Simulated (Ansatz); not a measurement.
Electronic density of states of amorphous Al$_{28}$O$_{43}$Ca, density 3.11 g/cm³, on a 2×2×2 Γ-centred mesh with a Gaussian width of 0.1 eV; energies count from the Fermi level, whose place inside the gap is arbitrary. Cell and mesh are small, so fine structure isn't converged. These are PBE, scalar-relativistic without spin-orbit coupling (plane waves to 420 eV, PAW; Ansatz, an electronic-structure program) values and carry that method's errors. Sampling: a 2×2×2 Γ-centred mesh; Fermi-Dirac width 0.02 eV; no spin polarisation. At PBE the levels at the filled edge of the gap are localised (band-tail or defect states), and the nearest spread-out levels lie 4.3 eV apart at the zone centre.

Preparation: random packing, a CHGNet melt and quench, and a DFT relaxation. O atoms were pushed apart under 1.9 Å during the dynamics, to hinder bonds among them. The hot cell started wider than the set density and was brought back towards it in steps. It is the lowest in DFT energy of 2 quenches. It is a model cell: composition and starting density were chosen by hand, and all elements were melted together. No dispersion term was used. Its density started from a set value of 3.11 and ended at 3.11 g/cm³. The simulated quench (nominally 340 K/ps over its main leg) is rapid and tends to freeze in more defects than a deposited or slowly cooled glass has. One small periodic cell is one sample of the glass; other quenches scatter about these values. The volume was held where the preparation left it and the shape relaxed, at a PBE pressure of 4.6 GPa. Stress components on the final sampling reach 4.6 GPa.

(E - EF (eV), states/(eV atom)): (-12.00, 0.00); (-11.90, 0.00); (-11.80, 0.00); (-11.70, 0.00); (-11.60, 0.00); (-11.50, 0.00); (-11.40, 0.00); (-11.30, 0.00); (-11.20, 0.00); (-11.10, 0.00); (-11.00, 0.00); (-10.90, 0.00); (-10.80, 0.00); (-10.70, 0.00); (-10.60, 0.00); (-10.50, 0.00); (-10.40, 0.00); (-10.30, 0.00); (-10.20, 0.00); (-10.10, 0.00); (-10.00, 0.00); (-9.90, 0.00); (-9.80, 0.00); (-9.70, 0.00); (-9.60, 0.00); (-9.50, 0.00); (-9.40, 0.00); (-9.30, 0.00); (-9.20, 0.00); (-9.10, 0.00); (-9.00, 0.00); (-8.90, 0.00); (-8.80, 0.00); (-8.70, 0.02); (-8.60, 0.09); (-8.50, 0.17); (-8.40, 0.25); (-8.30, 0.31); (-8.20, 0.30); (-8.10, 0.33); (-8.00, 0.39); (-7.90, 0.43); (-7.80, 0.43); (-7.70, 0.39); (-7.60, 0.41); (-7.50, 0.41); (-7.40, 0.39); (-7.30, 0.35); (-7.20, 0.33); (-7.10, 0.40); (-7.00, 0.44); (-6.90, 0.49); (-6.80, 0.48); (-6.70, 0.48); (-6.60, 0.53); (-6.50, 0.52); (-6.40, 0.50); (-6.30, 0.48); (-6.20, 0.49); (-6.10, 0.54); (-6.00, 0.58); (-5.90, 0.57); (-5.80, 0.47); (-5.70, 0.48); (-5.60, 0.48); (-5.50, 0.54); (-5.40, 0.57); (-5.30, 0.54); (-5.20, 0.53); (-5.10, 0.58); (-5.00, 0.61); (-4.90, 0.67); (-4.80, 0.67); (-4.70, 0.65); (-4.60, 0.65); (-4.50, 0.62); (-4.40, 0.63); (-4.30, 0.71); (-4.20, 0.74); (-4.10, 0.73); (-4.00, 0.70); (-3.90, 0.73); (-3.80, 0.78); (-3.70, 0.79); (-3.60, 0.83); (-3.50, 0.81); (-3.40, 0.70); (-3.30, 0.70); (-3.20, 0.74); (-3.10, 0.74); (-3.00, 0.77); (-2.90, 0.75); (-2.80, 0.68); (-2.70, 0.57); (-2.60, 0.47); (-2.50, 0.50); (-2.40, 0.53); (-2.30, 0.56); (-2.20, 0.48); (-2.10, 0.27); (-2.00, 0.13); (-1.90, 0.15); (-1.80, 0.07); (-1.70, 0.01); (-1.60, 0.00); (-1.50, 0.00); (-1.40, 0.00); (-1.30, 0.00); (-1.20, 0.00); (-1.10, 0.00); (-1.00, 0.00); (-0.90, 0.00); (-0.80, 0.00); (-0.70, 0.00); (-0.60, 0.00); (-0.50, 0.00); (-0.40, 0.00); (-0.30, 0.00); (-0.20, 0.00); (-0.10, 0.00); (0.00, 0.00); (0.10, 0.00); (0.20, 0.00); (0.30, 0.00); (0.40, 0.00); (0.50, 0.00); (0.60, 0.00); (0.70, 0.00); (0.80, 0.00); (0.90, 0.00); (1.00, 0.00); (1.10, 0.00); (1.20, 0.00); (1.30, 0.00); (1.40, 0.00); (1.50, 0.00); (1.60, 0.00); (1.70, 0.00); (1.80, 0.01); (1.90, 0.01); (2.00, 0.00); (2.10, 0.00); (2.20, 0.00); (2.30, 0.00); (2.40, 0.00); (2.50, 0.01); (2.60, 0.04); (2.70, 0.07); (2.80, 0.05); (2.90, 0.03); (3.00, 0.02); (3.10, 0.05); (3.20, 0.07); (3.30, 0.08); (3.40, 0.08); (3.50, 0.08); (3.60, 0.08); (3.70, 0.07); (3.80, 0.08); (3.90, 0.09); (4.00, 0.08); (4.10, 0.11); (4.20, 0.15); (4.30, 0.16); (4.40, 0.23); (4.50, 0.30); (4.60, 0.27); (4.70, 0.24); (4.80, 0.24); (4.90, 0.22); (5.00, 0.25); (5.10, 0.23); (5.20, 0.24); (5.30, 0.27); (5.40, 0.29); (5.50, 0.30); (5.60, 0.34); (5.70, 0.36); (5.80, 0.35); (5.90, 0.35); (6.00, 0.34); (6.10, 0.37); (6.20, 0.36); (6.30, 0.34); (6.40, 0.34)

The level gap on this mesh is 3.73 eV; the broadening fills part of it in the curve.
